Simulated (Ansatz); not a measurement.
We look at the formation energy of Cu_Al in Al (fcc, Fm-3m). Reaction: 63 Al (fcc) + Cu (fcc) → cell A.

Cell A: a supercell of 64 sites of Al (fcc, Fm-3m) with Cu on an Al site (12 Al at 2.82 Å); spin state with PBE: run without spin, k-point mesh 4×4×4.
```
CELL_PARAMETERS angstrom
     11.42999     0.00000     0.00000
      5.71499     9.89866     0.00000
      5.71499     3.29955     9.33255
ATOMIC_POSITIONS crystal
  Al 0.00000 0.00000 0.00000
  Al 0.00000 0.00000 0.25050
  Al 0.00000 0.00000 0.50000
  Al 0.00000 0.00000 0.74950
  Al 0.00000 0.25050 0.00000
  Al 0.99938 0.25048 0.25048
  Al 0.99938 0.25048 0.49966
  Al 0.00000 0.25050 0.74950
  Al 0.00000 0.50000 0.00000
  Al 0.99938 0.49966 0.25048
  Al 0.00000 0.50000 0.50000
  Al 0.00062 0.50034 0.74952
  Al 0.00000 0.74950 0.00000
  Al 0.00000 0.74950 0.25050
  Al 0.00062 0.74952 0.50034
  Al 0.00062 0.74952 0.74952
  Al 0.25050 0.00000 0.00000
  Al 0.25048 0.99938 0.25048
  Al 0.25048 0.99938 0.49966
  Al 0.25050 0.00000 0.74950
  Al 0.25048 0.25048 0.99938
  Al 0.25000 0.25000 0.25000
  Al 0.25048 0.25048 0.49966
  Al 0.24974 0.24974 0.75026
  Al 0.25048 0.49966 0.99938
  Al 0.25048 0.49966 0.25048
  Al 0.25322 0.50000 0.50000
  Al 0.25322 0.50000 0.74678
  Al 0.25050 0.74950 0.00000
  Al 0.24974 0.75026 0.24974
  Al 0.25322 0.74678 0.50000
  Al 0.24974 0.75026 0.75026
  Al 0.50000 0.00000 0.00000
  Al 0.49966 0.99938 0.25048
  Al 0.50000 0.00000 0.50000
  Al 0.50034 0.00062 0.74952
  Al 0.49966 0.25048 0.99938
  Al 0.49966 0.25048 0.25048
  Al 0.50000 0.25322 0.50000
  Al 0.50000 0.25322 0.74678
  Al 0.50000 0.50000 0.00000
  Al 0.50000 0.50000 0.25322
  Cu 0.50000 0.50000 0.50000
  Al 0.50000 0.50000 0.74678
  Al 0.50034 0.74952 0.00062
  Al 0.50000 0.74678 0.25322
  Al 0.50000 0.74678 0.50000
  Al 0.50034 0.74952 0.74952
  Al 0.74950 0.00000 0.00000
  Al 0.74950 0.00000 0.25050
  Al 0.74952 0.00062 0.50034
  Al 0.74952 0.00062 0.74952
  Al 0.74950 0.25050 0.00000
  Al 0.75026 0.24974 0.24974
  Al 0.74678 0.25322 0.50000
  Al 0.75026 0.24974 0.75026
  Al 0.74952 0.50034 0.00062
  Al 0.74678 0.50000 0.25322
  Al 0.74678 0.50000 0.50000
  Al 0.74952 0.50034 0.74952
  Al 0.74952 0.74952 0.00062
  Al 0.75026 0.75026 0.24974
  Al 0.74952 0.74952 0.50034
  Al 0.75000 0.75000 0.75000
```

Reference: Al (fcc, Fm-3m), 64 atoms in the cell, a perfect crystal on lattice vectors that match the other cells', k-point mesh 4×4×4 on the run's own vectors.

Reference: Cu (fcc, Fm-3m), 1 atom in the cell; spin state with PBE: run without spin, k-point mesh 28×28×28 on the run's own vectors. Conventional cell: a = b = c = 3.6298 Å, α = β = γ = 90.00°.

Computed with Ansatz (plane waves, PAW), its default PAW set, cutoff 420 eV. The structures are at rest with PBE, within the held lattices. Neutral cells; Fermi-Dirac smearing of at most 0.10 eV in the solids, energies taken to zero width. Larger cells are relaxed from a start prepared with the learned potential CHGNet, on a coarser mesh till forces fall under 0.03 eV/Å, which some starts already meet. A dispersion term (D3(BJ), or D4 for r2SCAN) was computed beside these levels and is taken off wherever the name lacks it. No zero-point or thermal terms. Cells are local rest points, mostly with their start's symmetry. Values are for these cell sizes. Mesh and cell size may move defect energies by 0.1 eV or more. Cell A has symmetry Fm-3m and got no random move, so less symmetric positions, which may lie lower, weren't tried.

### Question
Estimate the value that PBE returns for this input.

### Answer
-0.12 eV, for 63 Al (fcc) + Cu (fcc) → cell A.

Ansatz is an electronic-structure program.
